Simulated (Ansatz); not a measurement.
## monolayer SnS₂: band-edge transport data

Input:

```xyz
3
Lattice="3.7755 0.0000 0.0000 -1.8878 3.2697 0.0000 0.0000 0.0000 18.9363" Properties=species:S:1:pos:R:3 pbc="T T T"
Sn     0.0000     0.0000     9.4681
S      0.0000     2.1798    10.9208
S      1.8878     1.0899     8.0155
```

The numbers are results of PBE, rigid bands (plane waves, PAW, scalar-relativistic; Ansatz, an electronic-structure program), not measurements. Condition of this run: biaxial strain +2 %. Cell: cell and atoms relaxed with PBE, then loaded as said.

The band gap is 1.61 eV, the electron conductivity mass (300 K, dilute) comes out as 0.42 mₑ and the hole conductivity mass (300 K, dilute) is 0.75 mₑ. The effective density of states N_c (300 K) is 1.6e13 cm⁻² and the effective density of states N_v (300 K) is 7.3e13 cm⁻². The Seebeck coefficient, n-type 1.9e12 cm⁻², 300 K is -351 μV/K. The Seebeck coefficient, p-type 1.9e12 cm⁻², 300 K is 483 μV/K.

Rigid bands; masses and Seebeck coefficients take one relaxation time τ for all states and one kind of carrier; polarons and phonon drag are left out. Spin-orbit coupling is left out; where it splits the top of the valence band, N_v and the p-type Seebeck coefficient come out somewhat high without it.
